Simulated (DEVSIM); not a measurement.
Structure: abrupt Ge p-n junction, at 300 K.

```csv
layer (left to right),material,thickness (μm),Nd (cm⁻³),Na (cm⁻³),τn (s),τp (s)
1,Ge,7.40,-,1.9e18,4.5e-7,4.5e-7
2,Ge,0.650,4.1e14,-,4.5e-7,4.5e-7
```

Left contact: ohmic. Right contact: ohmic. Voltage is applied to the left contact. Recombination: SRH at mid-gap, radiative. Mobility is μmin + (μ − μmin)/(1 + (N/Nref)^α).

The device is made up for the run: typed textbook-type constants, with dimensions and the other settings drawn at random. Values at 300 K.

| parameter | Ge |
|---|---|
| gap (eV) | 0.664 |
| affinity (eV) | 4 |
| permittivity | 16 |
| Nc (cm⁻³) | 1.04e19 |
| Nv (cm⁻³) | 6e18 |
| μn (cm²/Vs) | 3900 |
| μp (cm²/Vs) | 1900 |
| μn,min | 150 |
| μp,min | 100 |
| Nref,n | 2.6e17 |
| Nref,p | 4e17 |
| αn | 0.56 |
| αp | 0.6 |
| B (cm³/s) | 6.4e-14 |

DEVSIM, 1D drift-diffusion, Boltzmann statistics, complete ionisation; no tunnelling, impact ionisation, image-force lowering or self-heating.

The doping Nd of layer 2 was swept, all else fixed.

| doping Nd of layer 2 (cm^-3) | potential step across the device at zero bias (V) | largest field in the device at zero bias (V/cm) | dark forward voltage at 100 A/cm² (V) |
|---|---|---|---|
| 1.2e13 | 0.302 | 64000 | 0.093 |
| 4.1e13 | 0.318 | 64000 | 0.108 |
| 1.2e14 | 0.341 | 64000 | 0.132 |
| 4.1e14 | 0.372 | 64000 | ? |
| 1.2e15 | 0.400 | 65000 | 0.193 |
| 4.1e15 | 0.432 | 66000 | 0.228 |
| 1.2e16 | 0.459 | 70000 | 0.259 |

Q: Some entries are withheld; supply them.

A: 
- 4.1e14, dark forward voltage at 100 A/cm² (V): 0.164
